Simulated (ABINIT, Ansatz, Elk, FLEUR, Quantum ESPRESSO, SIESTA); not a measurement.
# Code comparison for SrO (Fm-3m, 2 atoms in the cell)

Self-consistent single point.

```
SrO
1.0
    0.00000     2.58000     2.58000
    2.58000     0.00000     2.58000
    2.58000     2.58000     0.00000
Sr O
1 1
Direct
  0.00000   0.00000   0.00000
  0.50000   0.50000   0.50000
```

Shared settings, as Ansatz (an electronic-structure program) writes them: kpoints.mp_grid.grid = 8 8 8; magnetization.spin_orbit = true; scf.occupations.method = fermi_dirac; scf.occupations.width = 0.05 eV. Potentials and cutoffs stand in the table.

```json
[
 {"code": "Elk", "model": "PBE, spin-orbit coupling in second variation, all-electron FP-LAPW, Elk's shipped species files, LAPW+lo basis", "pressure (GPa)": "–", "gap on the mesh (eV)": "3.308", "cutoff": "rgkmax 8"},
 {"code": "Quantum ESPRESSO", "model": "PBE, spin-orbit coupling, PseudoDojo fully relativistic norm-conserving (PBE) pseudopotentials", "pressure (GPa)": "1.62", "gap on the mesh (eV)": "3.305", "cutoff": "85 Ry"},
 {"code": "Ansatz", "model": "PBE with spin-orbit coupling, default PAW files", "pressure (GPa)": "1.43", "gap on the mesh (eV)": "3.298", "cutoff": "default"},
 {"code": "ABINIT", "model": "PBE, spin-orbit coupling, norm-conserving pseudopotentials (PseudoDojo nc-fr-04 PBE standard)", "pressure (GPa)": "1.62", "gap on the mesh (eV)": "3.305", "cutoff": "84 Ry"},
 {"code": "FLEUR", "model": "PBE, all-electron FLAPW (FLEUR), scalar-relativistic valence with spin-orbit coupling in second variation", "pressure (GPa)": "–", "gap on the mesh (eV)": "3.305", "cutoff": "Kmax 3.8 1/bohr"},
 {"code": "SIESTA", "model": "GGA PBE with spin-orbit coupling, numerical atomic orbitals DZP, PseudoDojo PBE fully relativistic norm-conserving potentials (rewritten from UPF to PSML)", "pressure (GPa)": "–", "gap on the mesh (eV)": "3.126", "cutoff": "grid 350 Ry"}
]
```

A dash marks a value that a program does not give, or that is left out as unsure.

Gaps are read on the mesh.

The spread over the programs that give each value: pressure within 0.19 GPa; gap on the mesh within 0.182 eV.

SIESTA uses small atom-centred bases, whose incompleteness enters pressures, forces and empty levels differently from a plane-wave cutoff. Elk and FLEUR treat all electrons, but the usual bases taken here (sphere radii, linearisation, local orbitals, empty states) were not tested for convergence, so the values are no reference for the others. In the gap, SIESTA (by 0.178) lies more than 0.12 eV from the median of the plane-wave programs.

The starting cell has typed, rounded lattice constants, without a prior relaxation at this level.

Keys are those of Ansatz 0.2.
